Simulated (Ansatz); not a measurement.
The starting structures come from a database of crystals and need not be the phases stable at ambient conditions.

 Where the default PAW files enter, the runs use the earlier of Ansatz's two default sets.

Tunnelling through a barrier is set by its complex band structure: the current falls as exp(−2κd) with the smallest κ.

```
CELL_PARAMETERS angstrom
      6.92873     0.00000     0.00000
      2.32554     6.52680     0.00000
      2.30159    -3.26340     3.99339
ATOMIC_POSITIONS crystal
  Zn 0.25000 0.25000 0.50000
  Zn 0.00000 0.00000 0.00000
  Sn 0.75000 0.75000 0.50000
  Sn 0.50000 0.50000 0.00000
  P  0.62500 0.12500 0.47862
  P  0.35362 0.89638 0.02138
  P  0.12500 0.62500 0.52138
  P  0.89638 0.35362 0.97862
```

Space group of this cell: I-42d, chalcopyrite. The cell is taken as given.

Transport runs along the normal of the first two printed cell vectors, the (110) plane of the conventional cell.

The gap is the functional's own. No spin-orbit coupling. Mid-gap values are interpolated on the energy grid.

Give the band gap and the smallest decay constant κ at mid-gap that r2SCAN run with Ansatz (a first-principles code) yields.

Gap 1.26 eV on a 8×8×8 mesh; κ = 0.081 1/Å, at the zone centre.
